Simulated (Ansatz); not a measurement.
## A computed series for CrCl3: pressure series

The parent structure is CrCl3 (space group C2/m, No. 12; a = 5.9626 Å, b = 10.3221 Å, c = 6.0802 Å, α = γ = 90.00°, β = 108.51°; ferromagnetic; a cell from a computed database, its experimental status unchecked; layered, stacked along the Cartesian z axis).

Cell and atoms are relaxed at each pressure.

Method: Ansatz (a first-principles code), r2SCAN+rVV10, PAW, cutoff 500 eV, without spin-orbit coupling.

Notes on the quantities. enthalpy: H = E + PV relative to the base's energy.

| case | enthalpy | shortest interatomic distance | band gap |
|---|---|---|---|
| base | – | 2.344 Å | 2.37 eV |
| pressure 0.3 GPa | +0.04 eV/atom | 2.341 Å | 2.37 eV |
| pressure 0.7 GPa | +0.10 eV/atom | … | 2.38 eV |
| pressure 1.5 GPa | +0.20 eV/atom | 2.332 Å | 2.38 eV |
| pressure 3 GPa | +0.39 eV/atom | 2.322 Å | 2.32 eV |
| pressure 5 GPa | +0.64 eV/atom | 2.311 Å | 2.26 eV |

Problem. Fill in the withheld entries from the trend.

Solution. 
- pressure 0.7 GPa, shortest interatomic distance: 2.338 Å

Load acts through the strain it causes; cell and atoms are relaxed under it. Whether these cells are dynamically stable was not tested. Competing high-pressure phases were not computed. No Hubbard U is applied and the magnetic state is the run's own (CrCl3 ferromagnetic); other magnetic orders, which need larger cells, were not tried and can change the gap. The base started in P-1 and relaxed to C2/m at this level.
